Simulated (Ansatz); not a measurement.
Br on the 1x1 (110) surface of bcc W, one in a 2x2 cell: adsorption energies (eV for each) against ½ Br2(g) in Ansatz (plane waves, PAW). Structures relaxed with PBE; the other functionals are single points on them, with slab and gas at the same level. No dispersion, zero-point or thermal terms. Rows are starts at which the adsorbate stayed.

Set-up: 17 atoms, 6.6 Å thick at the start under the adsorbate (thin: gaps and levels are the slab's own); mesh 6x6x1; 0.1 eV smearing; dipole correction on; 8 atoms held, the rest relaxed; each run with such symmetry as its start has; no spin, no spin-orbit, no U, no dispersion correction.

```tsv
site	PBE	RPBE	r2SCAN
top W	-1.87	[?]	-2.09
hollow W-W-W	-2.43	[?]	-2.70
bridge W-W (span 2.8 Å)	-2.29	[?]	-2.55
bridge W-W (span 3.2 Å)	-2.24	[?]	-2.53
```

What belongs in the gaps?


- top W, RPBE: -1.72
- hollow W-W-W, RPBE: -2.17
- bridge W-W (span 2.8 Å), RPBE: -2.07
- bridge W-W (span 3.2 Å), RPBE: -1.99

RPBE moves the energies by 0.22 eV on average against PBE and puts 'hollow W-W-W' lowest, as PBE does. r2SCAN moves the energies by -0.26 eV on average against PBE and puts 'hollow W-W-W' lowest, as PBE does.

Ansatz is a program for electronic structure.
